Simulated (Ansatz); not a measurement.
The parent structure is GaN in the wurtzite structure (space group P6_3mc, No. 186; a = 3.152 Å, c = 5.138 Å). Axes: x lies along a and z along c of the hexagonal cell.

Calculations: DFT with LDA, PAW potentials and a 420 eV plane-wave cutoff in Ansatz (a first-principles code), no spin-orbit coupling.

Strains are applied to the cell and any free atomic positions relax.

One change was made to it. Results:

```csv
quantity,base,after
"valence-band top at Γ (three highest levels, from the VBM)","0.00, 0.00, -0.05 eV","0.00, -0.13, -0.13 eV"
energy relative to the base (free energy F),0 meV/atom,+13 meV/atom
width of the top valence band,2.92 eV,3.03 eV
"pressure (mean of the normal stresses, compression positive)",0.00 GPa,6.59 GPa
```

Task: Which of these changes matches the shifts?
(A) uniaxial strain ε_zz = −3.00 %
(B) uniaxial strain ε_zz = −1.20 %
(C) uniaxial strain ε_zz = −2.40 %
(D) uniaxial strain ε_zz = −1.80 %
(E) uniaxial strain ε_zz = −0.60 %

Result: A, uniaxial strain ε_zz = −3.00 %. For comparison, the valence-band top at Γ in the other runs: uniaxial strain ε_zz = −1.80 % gives 0.00, -0.06, -0.06 eV; uniaxial strain ε_zz = −2.40 % gives 0.00, -0.09, -0.09 eV; uniaxial strain ε_zz = −0.60 % gives 0.00, 0.00, -0.02 eV; uniaxial strain ε_zz = −1.20 % gives 0.00, -0.02, -0.02 eV.

The levels and masses belong to the bands next to the band gap. No phonon test of stability was made.
